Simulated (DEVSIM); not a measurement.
System: illuminated Si n-on-p cell, one wavelength, at 300 K.

```
layer (left to right)  material  thickness (μm)  Nd (cm⁻³)  Na (cm⁻³)  τn (s)  τp (s)  absorption coefficient (cm⁻¹)
---------------------  --------  --------------  ---------  ---------  ------  ------  -----------------------------
1                            Si           0.130     7.6e17          -    5e-8  2.3e-8                            970
2                            Si            22.0          -     1.3e16  1.1e-7  1.1e-7                            970
```

Left contact: ohmic, minority hole recombination velocity 10000 cm/s. Right contact: ohmic, minority electron recombination velocity 7e6 cm/s. Voltage is applied to the left contact. Recombination: SRH at mid-gap, radiative, Auger. Light enters at the left, 3e18 photons cm⁻² s⁻¹, one pass, no reflection. Mobility is μmin + (μ − μmin)/(1 + (N/Nref)^α).

This is a model device: material constants are rounded textbook-type values typed into the input, and sizes, dopings and lifetimes were drawn at random. Values at 300 K.

```tsv
parameter	Si
gap (eV)	1.124
affinity (eV)	4.05
permittivity	11.7
Nc (cm⁻³)	2.86e19
Nv (cm⁻³)	3.1e19
μn (cm²/Vs)	1417
μp (cm²/Vs)	470
μn,min	52
μp,min	45
Nref,n	9.7e16
Nref,p	2.2e17
αn	0.68
αp	0.72
B (cm³/s)	4.7e-15
Cn (cm⁶/s)	2.8e-31
Cp (cm⁶/s)	9.9e-32
```

DEVSIM, 1D drift-diffusion, Boltzmann statistics, complete ionisation; no tunnelling, impact ionisation, image-force lowering or self-heating.

The photon flux was swept, all else fixed.

```
photon flux (cm^-2 s^-1)  largest power (mW/cm²)  open-circuit voltage (V)  share of generated pairs collected at short circuit  short-circuit current (mA/cm²)
------------------------  ----------------------  ------------------------  ---------------------------------------------------  ------------------------------
9e16                                        3.16                     0.501                                                0.628                            8.00
3e17                                        11.4                     0.533                                                0.628                            26.7
9e17                                        36.4                     0.562                                                0.628                            80.0
3e18                                         130                     0.593                                                0.629                             267
9e18                                         412                     0.621                                                0.633                             806
3e19                                        1470                     0.652                                                0.644                            2730
9e19                                        4790                     0.678                                                0.676                            8610
```

From the first row to the last the largest power goes from 3.16 to 4790. From the first row to the last the open-circuit voltage goes from 0.501 to 0.678.
